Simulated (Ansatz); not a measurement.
Start from Nb in the bcc (W type) structure (space group Im-3m, No. 229; relaxed with 0.1 eV smearing).

```xyz
1
Lattice="-1.6242 1.6242 1.6242 1.6242 -1.6242 1.6242 1.6242 1.6242 -1.6242" Properties=species:S:1:pos:R:3 pbc="T T T"
Nb     0.0000     0.0000     0.0000
```

Cartesian axes are those of the cell as printed.

All numbers come from LDA, PAW, 420 eV (Ansatz, a program for electronic structure; no SOC).

Base values:

```
Property                        Result
-----------------------------  -------
Shortest interatomic distance  2.813 Å
```

Modification: biaxial strain +3.00 %, plane normal [001], relaxed out of plane (Cartesian); in-plane vectors clamped, the third vector and the atoms free.

### Question
Estimate the effect on the out-of-plane strain.

### Answer
The out-of-plane strain amounts to -3.29 %.

### Question
What does the calculation give for the energy relative to the base after the change?

### Answer
The energy increases by 22 meV/atom.

### Question
How does this affect the shortest interatomic distance?

### Answer
The shortest interatomic distance grows by 0.027 Å (2.813 Å → 2.840 Å).

### Question
Predict the new in-plane stress.

### Answer
The mean in-plane stress (compression positive) is -6.6 GPa.

Whether these cells are dynamically stable was not tested. All final runs are without spin polarisation.
